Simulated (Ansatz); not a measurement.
Pressure series in AgRhO2

The reference is AgRhO₂ (space group R-3m, No. 166; a = 3.054 Å, c = 18.576 Å (hexagonal axes); a model cell, its experimental status unchecked).

Cell and atoms are relaxed at each pressure.

Computed with DFT with PBEsol, PAW potentials and a 420 eV plane-wave cutoff in Ansatz (a program for electronic structure), spin-orbit coupling left out.

Candidates:
(a) pressure 50 GPa
(b) pressure 3 GPa
(c) pressure 7 GPa

Base values:

| Property | Value |
|---|---|
| Width of the top valence band | 1.07 eV |

**Question.** Order them by width of the top valence band, highest first.

**Answer.** (a) pressure 50 GPa (2.48 eV), (c) pressure 7 GPa (1.26 eV), (b) pressure 3 GPa (1.15 eV)

The levels and masses belong to the bands next to the band gap. Load acts through the strain it causes; cell and atoms are relaxed under it. No phonon test of stability was made. No other phases were tried under pressure.
